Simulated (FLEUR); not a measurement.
FLEUR run on Ni₃Si (Pm-3m, 4 atoms in the cell): self-consistent single point.

Method of the run: PBEsol, all-electron FLAPW (FLEUR), scalar-relativistic valence in FLEUR.

```xyz
4
Lattice="3.5967 0.0000 0.0000 0.0000 3.5967 0.0000 0.0000 0.0000 3.5967" Properties=species:S:1:pos:R:3 pbc="T T T"
Si     0.0000     0.0000     0.0000
Ni     0.0000     1.7983     1.7983
Ni     1.7983     0.0000     1.7983
Ni     1.7983     1.7983     0.0000
```

Reference input (self-consistent single point, DFT, PBE, all-electron FLAPW (FLEUR), scalar-relativistic valence): Kmax = 4.6 1/bohr; GmaxXC = 18.4 1/bohr; xcFunctional = pbe; jspins = 1; l_soc = F; mode = gauss; fermiSmearingEnergy = 0.00999582 Htr; mesh (inpgen div1-3) = 7 7 7; inpgen gamma flag = false; Gmax = 18.4 1/bohr; numbands = 0; maxIterBroyd = 40. This run's input differs from it in these lines:

```diff
@@ -16,2 +16,3 @@
 &comp jspins=1 /
+&exco xctyp='PBEs' /
 &kpt div1=7 div2=7 div3=7 /
@@ -28,3 +29,3 @@
       <coreElectrons ctail="T" frcor="F" kcrel="0" coretail_lmax="0"/>
-      <xcFunctional name="pbe" relativisticCorrections="F"/>
+      <xcFunctional name="PBEs" relativisticCorrections="F"/>
       <magnetism jspins="1"/>
```

The program printed (abridged):

```
 Iteration:     1   Distance:      15.20028686 me/bohr^3
 Iteration:     2   Distance:      11.23962375 me/bohr^3
 Iteration:     3   Distance:       8.15587313 me/bohr^3
 Iteration:     4   Distance:       4.01235621 me/bohr^3
 Iteration:     5   Distance:       2.44621494 me/bohr^3
   [... 6 lines left out ...]
 Iteration:    12   Distance:       0.00059477 me/bohr^3
 Iteration:    13   Distance:       0.00009180 me/bohr^3
 Iteration:    14   Distance:       0.00014522 me/bohr^3
 Iteration:    15   Distance:       0.00000725 me/bohr^3
 Run finished successfully
 Stop message:
   Structural relaxation: Done

[file out, last iteration]
             iter=     16
[...]
          total density-effective poten   -7.6864197934E+03
          total charge density-energy d   -2.0723185737E+02
 Updated energy parameters for spin:           1
[...]
 fermi energy and band-weighting factors:

[...]
FERMIE:
          first approx. to ef    (T=0)  :   0.374244 htr   (energy of the highest occ. eigenvalue)
          number of occ. states  (T=0)  :        521
          first approx. to seigv (T=0)  : -25.681498 htr
          sum of weights of occ. states :  26.000000
          sum of semicore charge        :   0.000000 e
          fermi energy=   0.37613 har   work function= -10.23504 ev
          number of valence electrons=  52.00000
     band-weighting factor for spin=    1
   [... lines left out ...]
          total moment                 =     0.00000
 Direct bandgap for spin            1 :    1.6423886682195465E-002  Htr
 ---->    free energy=                     -4848.2455620245 htr
   [... lines left out ...]
      extrapolation for T->0
 ---->    total electron energy=           -4848.2455620245 htr
 ***** TOTAL FORCES ON ATOMS *****
 TOTAL FORCE FOR ATOM TYPE=  1  X=  0.000   Y=  0.000   Z=  0.000
                       FX_TOT= 0.000000 FY_TOT= 0.000000 FZ_TOT= 0.000000
 TOTAL FORCE FOR ATOM TYPE=  2  X=  0.000   Y=  3.398   Z=  3.398
                       FX_TOT= 0.000000 FY_TOT= 0.000000 FZ_TOT= 0.000000
 Structural relaxation: Done
```

The run converged in 15 iterations. FLEUR gives forces in its relaxation mode, with a further iteration, so its stop message speaks of a relaxation. 

The starting cell has typed, rounded lattice constants, without a prior relaxation at this level. Its lattice was rescaled by a random factor within 2.5 % of one. Spin polarisation is off. Values depend on the basis (sphere radii, cutoffs, local orbitals), which need not be converged. The log's line on a gap gives a spacing of levels on this mesh, which the program prints for metals too.

Cost on one core of a shared machine: roughly 40 s.
